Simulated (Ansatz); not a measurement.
Data:

End structure of a constructed model of the (111) surface of fcc Rh, a pseudomorphic layer of Ru in the host's stacking (bottom of the slab: a bare face, its two planes held):

```
CELL_PARAMETERS angstrom
      2.70822     0.00000     0.00000
     -1.35411     2.34539     0.00000
      0.00000     0.00000    30.00000
ATOMIC_POSITIONS crystal
  Rh 0.33333 0.66667 0.27306
  Rh 0.66667 0.33333 0.34677
  Rh 0.00000 0.00000 0.41980
  Rh 0.33333 0.66667 0.49376
  Rh 0.66667 0.33333 0.56763
  Rh 0.00000 0.00000 0.64247
  Ru 0.33333 0.66667 0.71282
```

Set-up: 7 atoms, 13.6 Å thick at the start with caps and adatoms (thin: gaps and levels are the slab's own); mesh 16x16x1; 0.1 eV smearing; dipole correction on; 2 atoms held, the rest relaxed; start symmetry kept, larger cells not searched; no spin, no spin-orbit, no U. In PBE it is, or lies within 0.01 eV a 1x1 cell of, the lowest of the 2 structures of its composition computed so far; subsurface sites and larger cells were not tried.

Task: What work function of the top face does Ansatz (a quantum-chemistry and plane-wave program) with PBE give?

Result: 5.17 eV
